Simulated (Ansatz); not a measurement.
The starting structures come from a database of crystals and need not be the phases stable at ambient conditions.

 Where the default PAW files enter, the runs use the earlier of Ansatz's two default sets.

Inside the gap of an insulator the Bloch states are evanescent, with a wavenumber k + iκ along the transport direction.

Here is the system:

```xyz
12
Lattice="5.9041 0.0000 0.0000 0.0000 5.9041 0.0000 2.9521 -2.9521 7.3745" Properties=species:S:1:pos:R:3 pbc="T T T"
Cs     2.9521     0.0000     3.6873
Cs     0.0000     0.0000     0.0000
Re     2.9521     2.9521     0.0000
Re     5.9041     2.9521     3.6873
O      7.3340     2.9521     4.6837
O      2.9521     4.3819     0.9964
O      4.4743     2.9521     4.6837
O      2.9521     1.5222     0.9964
O      4.4743     0.0000     6.3781
O      5.9041     4.3819     2.6908
O      7.3340     0.0000     6.3781
O      5.9041     1.5222     2.6908
```

Space group of this cell: I4_1/amd. The cell is taken as given; by r2SCAN its mean pressure is -2.1 GPa.

Transport runs along the normal of the first two printed cell vectors, the (001) plane of the conventional cell.

The gap is the functional's own. No spin-orbit coupling. Mid-gap values are interpolated on the energy grid.

Task: Give the band gap and the smallest decay constant κ at mid-gap that r2SCAN in Ansatz (a program for electronic structure) yields.

Result: Gap 4.65 eV on a 6×6×6 mesh; κ = 0.584 1/Å, at the zone centre.
